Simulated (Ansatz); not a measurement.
## Response to strain in CdS

Start from CdS in the zinc blende structure (space group F-43m, No. 216).

```yaml
crystal:
  lattice:
    - [0.00000, 2.91212, 2.91212]
    - [2.91212, 0.00000, 2.91212]
    - [2.91212, 2.91212, 0.00000]
  atoms:
    - { symbol: Cd, position: [0.00000, 0.00000, 0.00000] }
    - { symbol: S, position: [0.25000, 0.25000, 0.25000] }
```

Cartesian axes are those of the cell as printed.

Strains are applied to the cell and any free atomic positions relax.

Computed with DFT with PBEsol, PAW potentials and a 420 eV plane-wave cutoff in Ansatz (a program for electronic structure), spin-orbit coupling left out.

Notes on the quantities. energy relative to the base: free energy F.

```json
[
 {"case": "base", "electron mass": "0.11 mₑ (at Γ)", "energy relative to the base": "0 meV/atom", "band gap": "1.01 eV", "shortest interatomic distance": "2.522 Å"},
 {"case": "uniaxial strain ε_zz = −3.00 %", "electron mass": "–", "energy relative to the base": "+5.3 meV/atom", "band gap": "1.01 eV", "shortest interatomic distance": "2.497 Å"},
 {"case": "uniaxial strain ε_zz = −2.50 %", "electron mass": "0.12 mₑ (at Γ)", "energy relative to the base": "+3.7 meV/atom", "band gap": "1.01 eV", "shortest interatomic distance": "2.501 Å"},
 {"case": "uniaxial strain ε_zz = −1.50 %", "electron mass": "0.11 mₑ (at Γ)", "energy relative to the base": "+1.3 meV/atom", "band gap": "1.01 eV", "shortest interatomic distance": "2.509 Å"},
 {"case": "uniaxial strain ε_zz = −1.00 %", "electron mass": "0.11 mₑ (at Γ)", "energy relative to the base": "+0.6 meV/atom", "band gap": "1.01 eV", "shortest interatomic distance": "2.514 Å"},
 {"case": "uniaxial strain ε_zz = −0.50 %", "electron mass": "0.11 mₑ (at Γ)", "energy relative to the base": "+0.1 meV/atom", "band gap": "1.01 eV", "shortest interatomic distance": "2.518 Å"},
 {"case": "uniaxial strain ε_zz = +1.00 %", "electron mass": "0.11 mₑ (at Γ)", "energy relative to the base": "+0.6 meV/atom", "band gap": "0.98 eV", "shortest interatomic distance": "2.530 Å"},
 {"case": "uniaxial strain ε_zz = +2.00 %", "electron mass": "0.11 mₑ (at Γ)", "energy relative to the base": "+2.3 meV/atom", "band gap": "0.95 eV", "shortest interatomic distance": "2.539 Å"},
 {"case": "uniaxial strain ε_zz = +2.50 %", "electron mass": "0.11 mₑ (at Γ)", "energy relative to the base": "[?]", "band gap": "[?]", "shortest interatomic distance": "[?]"},
 {"case": "uniaxial strain ε_zz = +3.00 %", "electron mass": "–", "energy relative to the base": "+5.0 meV/atom", "band gap": "0.92 eV", "shortest interatomic distance": "2.547 Å"}
]
```

What belongs in the blanks?


- uniaxial strain ε_zz = +2.50 %, energy relative to the base: +3.5 meV/atom
- uniaxial strain ε_zz = +2.50 %, band gap: 0.94 eV
- uniaxial strain ε_zz = +2.50 %, shortest interatomic distance: 2.543 Å

Effective masses come from finite differences of ±0.01 Å⁻¹. Whether these cells are dynamically stable was not tested.
